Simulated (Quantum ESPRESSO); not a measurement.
**Short convergence ladders for VW (Cmm2, 2 atoms in the cell)**

```yaml
crystal:
  lattice:
    - [1.55277, -2.23052, 0.00000]
    - [1.55277, 2.23052, 0.00000]
    - [0.00000, 0.00000, 4.29276]
  atoms:
    - { symbol: V, position: [0.00000, 0.00000, 0.01165] }
    - { symbol: W, position: [0.50000, 0.50000, 0.50000] }
```

Base method: PBEsol, GBRV 1.5 ultrasoft (PBESOL) pseudopotentials (plane waves; Quantum ESPRESSO).

Base settings: ecutwfc = 50 Ry; ecutrho = 400 Ry; occupations = smearing; smearing = gaussian; degauss = 0.0073499 Ry; potentials = {V: v_pbesol_v1.4.uspp.F.UPF, W: w_pbesol_v1.2.uspp.F.UPF}; K_POINTS = automatic 5 5 3 0 0 0; conv_thr = 1e-11 Ry; mixing_beta = 0.4.

The count of work is k-points × plane waves × bands × iterations; it is no time. Core times come from one kind of shared machine, to one figure; runs under 30 s give none.

**The cutoff for other potential files**

Level: DFT, PBEsol, plane waves, SSSP 1.1.2 precision (PBE) pseudopotentials.

In this ladder: pseudopotentials = {V: v_pbe_v1.4.uspp.F.UPF, W: W_pbe_v1.2.uspp.F.UPF}; input_dft = pbesol. Moved along: ecutrho.

The second cell is the first with its lattice scaled by 0.98.

The mesh stays at the base's, so the ladder's end is converged at best in this setting alone.

Only quantities that move along the ladder and can be compared are tabulated.

| ecutwfc | free energy less the last step's (meV/atom) | energy of the compressed cell less the first (meV/atom) | pressure (GPa) | count of work / last |
|---|---|---|---|---|
| 29 Ry | 195.60 | -7.73 | -17.39 | 0.12 |
| 36 Ry | 77.58 | -10.21 | -11.05 | 0.15 |
| 46 Ry | 17.17 | -10.13 | -9.66 | 0.21 |
| 55 Ry | 7.94 | -10.19 | -8.81 | 0.28 |
| 65 Ry | 6.52 | -10.21 | -8.89 | 0.35 |
| 78 Ry | 3.13 | -10.25 | -8.87 | 0.47 |
| 98 Ry | 1.27 | -10.26 | -8.81 | 0.66 |
| 130 Ry | 0.00 | -10.26 | -8.81 | 1.0 |

Coarsest ecutwfc that holds the energy of the compressed cell less the first within 1 meV/atom of the last step, with all finer ones: 36 Ry, at 0.15 of the last step's count of work; the step before is off by 2.5 meV/atom.

Coarsest ecutwfc that holds the pressure within 0.5 GPa of the last step, with all finer ones: 55 Ry, at 0.28 of the last step's count of work; the step before is off by 0.86 GPa.

State of the free energy at the end of the ladder: still drifting one way, by 3.1 meV/atom over the last two steps, so the last step is no safe reference.

At the lowest cutoff the pressure lies 8.6 GPa under the last step's, the usual sign of Pulay stress in an incomplete plane-wave basis.

**The relaxed cell against the cutoff**

On VW (Cmmm, 2 atoms in the cell): atoms on their sites.

In this ladder: calculation = vc-relax; tprnfor = default; tstress = default. Moved along: ecutrho.

The mesh stays at the base's, so the ladder's end is converged at best in this setting alone.

Only quantities that move along the ladder and can be compared are tabulated.

```csv
ecutwfc,relaxed volume (Å³/atom),relaxation steps,core time / last (rough)
25 Ry,13.276,4,–
30 Ry,14.031,5,0.2
35 Ry,14.140,5,0.2
42 Ry,14.190,5,0.3
50 Ry,14.259,5,0.3
60 Ry,14.269,5,0.5
75 Ry,14.266,5,0.6
100 Ry,14.270,5,1
```

Coarsest ecutwfc that holds the relaxed volume within 0.029 Å³/atom of the last step, with all finer ones: 50 Ry, at about 0.3 of the last step's time; the step before is off by 0.081 Å³/atom.

At the lowest cutoff the cell relaxes to a volume 7.0 % smaller than at the highest.

On the base run: the starting cell comes from a database of computed structures (which also holds hypothetical and non-ambient phases and stackings), without a prior relaxation at this level. Its lattice was rescaled by up to half a per cent. One atom was moved a little off its site on purpose. Spin polarisation is off. Without a gap this mesh is coarse (it stands for a supercell whose shortest vector is 13 Å).
